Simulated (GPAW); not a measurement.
Worked example: self-consistent single point of CuI (F-43m, 16 atoms in the cell) in GPAW.

Computed with PBE, GPAW PAW datasets PBE (gpaw-data 1.0.1) (plane waves; GPAW 25.7.0).

The change in words: 2 x 2 x 2 supercell, mesh divided and rounded up; kpts: 5 5 5 → 3 3 3. Reference geometry:
```yaml
crystal:
  lattice:
    - [0.00000, 3.09034, 3.09034]
    - [3.09034, 0.00000, 3.09034]
    - [3.09034, 3.09034, 0.00000]
  atoms:
    - { symbol: Cu, position: [0.00000, 0.00000, 0.00000] }
    - { symbol: I, position: [0.25000, 0.25000, 0.25000] }
```

Reference input (self-consistent single point, DFT PBE, plane waves, GPAW PAW datasets PBE (gpaw-data 1.0.1)): mode = pw; ecut = 850 eV; xc = PBE; kpts = 5 5 5; mesh shift (steps) = 0 0 0; occupations.name = methfessel-paxton; occupations.width = 0.05 eV; occupations.order = 0; nbands = -4; convergence.density = 1e-05 e/electron; convergence.energy = 1e-05 eV/electron; convergence.bands = -2. This run's input differs from it in these lines:

```diff
@@ -4,8 +4,22 @@
 
-atoms = Atoms(['Cu', 'I'],
-              cell=[[0.000000, 3.090340, 3.090340],
-                    [3.090340, 0.000000, 3.090340],
-                    [3.090340, 3.090340, 0.000000]],
+atoms = Atoms(['Cu', 'Cu', 'Cu', 'Cu', 'Cu', 'Cu', 'Cu', 'Cu', 'I', 'I', 'I', 'I', 'I', 'I', 'I', 'I'],
+              cell=[[0.000000, 6.180680, 6.180680],
+                    [6.180680, 0.000000, 6.180680],
+                    [6.180680, 6.180680, 0.000000]],
               scaled_positions=[[0.000000, 0.000000, 0.000000],
-                                [0.250000, 0.250000, 0.250000]],
+                                [0.000000, 0.000000, 0.500000],
+                                [0.000000, 0.500000, 0.000000],
+                                [0.000000, 0.500000, 0.500000],
+                                [0.500000, 0.000000, 0.000000],
+                                [0.500000, 0.000000, 0.500000],
+                                [0.500000, 0.500000, 0.000000],
+                                [0.500000, 0.500000, 0.500000],
+                                [0.125000, 0.125000, 0.125000],
+                                [0.125000, 0.125000, 0.625000],
+                                [0.125000, 0.625000, 0.125000],
+                                [0.125000, 0.625000, 0.625000],
+                                [0.625000, 0.125000, 0.125000],
+                                [0.625000, 0.125000, 0.625000],
+                                [0.625000, 0.625000, 0.125000],
+                                [0.625000, 0.625000, 0.625000]],
               pbc=True)
@@ -14,3 +28,3 @@
             xc='PBE',
-            kpts=(5, 5, 5),
+            kpts=(3, 3, 3),
             occupations={'name': 'methfessel-paxton', 'width': 0.05, 'order': 0},
```

Output, abridged:

```
     iter     time        total  log10-change:
                         energy   eigst   dens
iter:   1 --:--:--   -44.997913   +0.29
iter:   2 --:--:--   -44.842653   -1.17  -1.56
iter:   3 --:--:--   -54.280436   -0.08  -1.54
iter:   4 --:--:--   -43.699766   +0.15  -1.26
iter:   5 --:--:--   -44.480790   -0.80  -1.76
iter:   6 --:--:--   -44.028042   -2.00  -1.93
iter:   7 --:--:--   -44.074471   -2.86  -2.29
iter:   8 --:--:--   -43.922171   -2.26  -2.26
iter:   9 --:--:--   -43.970328   -1.51  -2.55
iter:  10 --:--:--   -43.972270   -2.66  -2.55
iter:  11 --:--:--   -43.952714   -3.71  -2.46
   [... lines left out ...]
iter:  18 --:--:--   -43.890715c  -4.59  -3.96
iter:  19 --:--:--   -43.890772c  -4.55  -4.12
iter:  20 --:--:--   -43.890651c  -4.83  -3.92
iter:  21 --:--:--   -43.890657c  -5.78  -4.59
iter:  22 --:--:--   -43.890672c  -5.35  -4.48
iter:  23 --:--:--   -43.890654c  -5.94  -4.34
iter:  24 --:--:--   -43.890662c  -5.65  -4.73
iter:  25 --:--:--   -43.890652c  -5.79  -4.42
iter:  26 --:--:--   -43.890651c  -7.09  -5.05c
iter:  27 --:--:--   -43.890652c  -7.26  -5.01c
iter:  28 --:--:--   -43.890652c  -6.60  -4.96
iter:  29 --:--:--   -43.890651c  -6.89  -4.97
iter:  30 --:--:--   -43.890651c  -8.01c -5.37c
Converged after 30 iterations.

Dipole moment: (-41.210704, -41.210704, -41.210704) |e|*Ang

Energy contributions relative to reference atoms: (reference = -1908497.980059)

Kinetic:        -11.621572
Potential:       +1.749675
External:        +0.000000
XC:             -34.261097
Entropy (-ST):   -0.000000
Local:           +0.242343
SIC:             +0.000000
--------------------------
Free energy:    -43.890651
Extrapolated:   -43.890651

Showing only first 2 kpts
 Kpt  Band  Eigenvalues  Occupancy
  0    70      3.86762    2.00000
  0    71      3.86762    2.00000
  0    72      4.86504    0.00000
  0    73      5.97275    0.00000

  1    70      3.19171    2.00000
  1    71      3.60186    2.00000
  1    72      6.61458    0.00000
  1    73      6.82916    0.00000

Fermi level: 4.48452

Gap: 0.997 eV
Transition (v -> c):
   [... lines left out ...]
 10 I    -0.00023    0.00023   -0.00023
 11 I     0.00023   -0.00023   -0.00023
 12 I     0.00023   -0.00023   -0.00023
 13 I    -0.00023    0.00023   -0.00023
 14 I    -0.00023   -0.00023    0.00023
 15 I     0.00023    0.00023    0.00023

Stress tensor:
     0.008155     0.000000    -0.000000
     0.000000     0.008155     0.000000
    -0.000000     0.000000     0.008155
Stress (GPa, Voigt): [ 1.3065  1.3065  1.3065  0.     -0.      0.    ]
```

The run converged in 30 iterations. GPAW prints stress with tension positive. Against the reference run the free energy drops by 2.6 meV/atom, the pressure hardly changes (-1.27 to -1.31 GPa) and the gap on the mesh hardly changes (0.996 to 0.997 eV).

The starting cell has typed, rounded lattice constants, without a prior relaxation at this level. Its lattice was rescaled by a random factor within 2.5 % of one. Spin-orbit coupling is off.

Cost on one core of a shared machine: roughly 3 min.
